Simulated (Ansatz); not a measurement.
Ti on the Al site in corundum (start: the Al site; 120-site cell, 2×2×2 Γ-centred sampling). The numbers are results of PBE, PAW (plane waves to 420 eV; Ansatz, a first-principles code), not measurements. Total energies of the localised charge states, counted from that of charge +1, and their image corrections (point charge with alignment); the host's valence-band maximum lies at 7.358 eV on the cells' energy zero and its gap is 5.85 eV.

| charge | moment (μB) | E − E(first) (eV) | correction (eV) |
|---|---|---|---|
| +1 | not spin-polarised | 0.000 | 0.288 |
| 0 | 1.0 | 11.099 | 0.000 |
| −1 | 2.0 | 23.590 | 0.083 |

Derive the transition levels above the valence-band maximum and say which of them are thermodynamic.

A level is the Fermi energy at which two charges have equal formation energy: ε(q/q′) = [E(q′) + corr(q′) − E(q) − corr(q)] / (q − q′) − E_VBM.
ε(+1/0) = [(11.099 + 0.000) − (0.000 + 0.288)] / 1 − 7.358 = 3.45 eV
ε(0/−1) = [(23.590 + 0.083) − (11.099 + 0.000)] / 1 − 7.358 = 5.22 eV
Thermodynamic levels at least 0.1 eV inside the gap: (+1/0) at 3.45 eV; (0/−1) at 5.22 eV. They hold to tenths of an eV in this cell. Only the charges listed were compared. At charge +2 the carrier sat in host band states, shallow at most. Flagged in the runs: a doubtful potential alignment, a host whose relaxation on this sampling wasn't shown to rest.
